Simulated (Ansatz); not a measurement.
## Pressure series in MoSi2

Base system: MoSi₂ (space group I4/mmm, No. 139; a = 3.190 Å, c = 7.821 Å).

Cell and atoms are relaxed at each pressure.

All numbers come from PBEsol/PAW in Ansatz (a quantum-chemistry and plane-wave program), no SOC.

Two rows of this table had their results exchanged by mistake.

```csv
pressure,volume per atom (Å³),shortest distance (Å),band gap
pressure −2 GPa,13.39,2.585,zero
pressure −1 GPa,13.33,2.582,zero
pressure 0.3 GPa,13.25,2.579,zero
pressure 0.7 GPa,13.22,2.578,zero
pressure 1.5 GPa,12.98,2.568,zero
pressure 3 GPa,13.09,2.572,zero
pressure 5 GPa,13.18,2.576,zero
pressure 7.5 GPa,12.85,2.563,zero
pressure 10 GPa,12.72,2.557,zero
```

Q: Which two?

A: The rows for pressure 1.5 GPa and pressure 5 GPa: the volume has to fall steadily with pressure, so 13.18 Å³ belongs to pressure 1.5 GPa and 12.98 Å³ to pressure 5 GPa.

Load acts through the strain it causes; cell and atoms are relaxed under it. Whether these cells are dynamically stable was not tested. Competing high-pressure phases were not computed. All final runs are without spin polarisation.
